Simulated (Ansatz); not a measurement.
For YPb3 (Pm-3m), PBEsol, DFPT electron-phonon coupling, linearised Boltzmann equation (Ansatz, an electronic-structure program) gives a transport coupling λ_tr = 0.946 and a Drude plasma energy ħω_p = 6.80 eV.

Q: Estimate the resistivity at 300 K from the high-temperature formula ρ = 2π λ_tr k_B T / (ħ ε₀ ω_p²), and say how the full Boltzmann solution compares.

A: The scattering rate is 1/τ = 2π λ_tr k_B T/ħ = 2.33e14 s⁻¹ and ω_p = 1.03e16 s⁻¹, so ρ ≈ 24.7 μΩ·cm. The Boltzmann solution gives 24.2 μΩ·cm, 0.98 times the estimate.

A metal at this level (no band gap). Only scattering by harmonic phonons is included (no impurities, grain boundaries, electron-electron scattering or thermal expansion). Spin-orbit coupling is left out, which matters with elements this heavy. The self-energy correction of the phonons between q points moved λ by 5 %. The squared frequency of the phonon mode least converged on the k mesh is uncertain by 12 %. Halving the electron mesh (20x20x20) moves the resistivity by up to 2 % at 300 K, the coupling by up to 6 %. Smearing 0.20 eV; phonons on a 3x3x3 q mesh, which this run doesn't test.

Formula and space group known from diffraction (Crystallography Open Database), not checked to be the room-temperature form: YPb3 (Pm-3m).
